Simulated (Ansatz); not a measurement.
Consider the following.

End structure of a constructed model of the (0001) surface of hcp Hf, a pseudomorphic layer of W in the host's stacking (bottom of the slab: a bare face, its two planes held):

```yaml
crystal:
  lattice:
    - [3.20485, 0.00000, 0.00000]
    - [-1.60243, 2.77549, 0.00000]
    - [0.00000, 0.00000, 32.00000]
  atoms:
    - { symbol: Hf, position: [0.66667, 0.33333, 0.25582] }
    - { symbol: Hf, position: [0.33333, 0.66667, 0.33500] }
    - { symbol: Hf, position: [0.66667, 0.33333, 0.41532] }
    - { symbol: Hf, position: [0.33333, 0.66667, 0.49462] }
    - { symbol: Hf, position: [0.66667, 0.33333, 0.57246] }
    - { symbol: Hf, position: [0.33333, 0.66667, 0.65561] }
    - { symbol: W, position: [0.66667, 0.33333, 0.71938] }
```

Slab: 7 atoms, 15.6 Å thick at the start; k 13x13x1, smearing 0.1 eV, dipole-corrected; single point; on the structure that PBE left under its start's symmetry; no spin, no spin-orbit, no U. It is one candidate, not shown to be the stable structure of the face.

Problem. Predict the work function of the top face from Ansatz (an electronic-structure program) with r2SCAN, at the PBE geometry.

Solution. 4.44 eV
